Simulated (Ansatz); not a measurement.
Zone-centre phonon calculation of Rb₂TcF₆ (P-3m1, 9 atoms in the cell) at several settings

```yaml
crystal:
  lattice:
    - [5.87047, 0.00000, 0.00000]
    - [-2.93524, 5.08398, 0.00000]
    - [0.00000, 0.00000, 4.69618]
  atoms:
    - { symbol: Tc, position: [0.00000, 0.00000, 0.00000] }
    - { symbol: F, position: [0.31370, 0.15685, 0.22290] }
    - { symbol: F, position: [0.84315, 0.15685, 0.22290] }
    - { symbol: F, position: [0.84315, 0.68630, 0.22290] }
    - { symbol: F, position: [0.15685, 0.31370, 0.77710] }
    - { symbol: F, position: [0.15685, 0.84315, 0.77710] }
    - { symbol: F, position: [0.68630, 0.84315, 0.77710] }
    - { symbol: Rb, position: [0.33333, 0.66667, 0.30030] }
    - { symbol: Rb, position: [0.66667, 0.33333, 0.69970] }
```

Base: PBEsol, default PAW files made with PBE run with Ansatz (a program for electronic structure). Its settings: kpoints.mp_grid.grid = 5 5 5; hamiltonian.xc = pbesol; hamiltonian.pseudopotentials = {kind: paw} (the program's default PAW files); scf.occupations.method = methfessel_paxton; scf.occupations.width = 0.05 eV. Starting volume 15.57 Å³ per atom.

Each line gives the change from the base single point and the result:

- hamiltonian.xc: pbesol → lda; scf.convergence.dr2_threshold: default (1e-07 eV) → 0.0001 eV; phonons.method: default → dfpt [DFT, LDA (PW92), plane waves, default PAW files made with PBE]: zone-centre frequencies (cm⁻¹; negative means imaginary) 0, 0, 0, 56, 56, 56, 69, 76, 86, 86, 93, 93, 187, 187, 203, 207, 207, 215, 236, 265, 265, 493, 493, 593, 602, 602, 628.
- hamiltonian.xc: pbesol → lda; phonons.method: default → dfpt [DFT, LDA (PW92), plane waves, default PAW files made with PBE]: zone-centre frequencies (cm⁻¹; negative means imaginary) 0, 0, 0, 56, 56, 56, 69, 76, 86, 86, 93, 93, 187, 187, 203, 207, 207, 215, 236, 265, 265, 493, 493, 593, 602, 602, 628.
- kpoints.mp_grid.grid: 5 5 5 → 3 3 3; hamiltonian.xc: pbesol → lda; phonons.method: default → dfpt [DFT, LDA (PW92), plane waves, default PAW files made with PBE]: zone-centre frequencies (cm⁻¹; negative means imaginary) 0, 0, 0, 56, 56, 56, 70, 76, 87, 87, 93, 93, 188, 188, 201, 209, 209, 215, 236, 264, 264, 491, 491, 593, 601, 601, 628.

The starting cell comes from a database of published, mostly measured structures (it also holds non-ambient and calculated ones), without a prior relaxation at this level. Its lattice was rescaled by a random factor within 2.5 % of one. Spin polarisation is off; with an odd number of electrons in the cell that forces a metal, and a magnetic state may lie lower. In the base run, with a pressure of about 4 GPa the cell is away from its equilibrium volume at this level.

Frequencies and response belong to this unrelaxed cell, and polar modes hold no LO-TO splitting.

Keys are those of Ansatz 0.2.
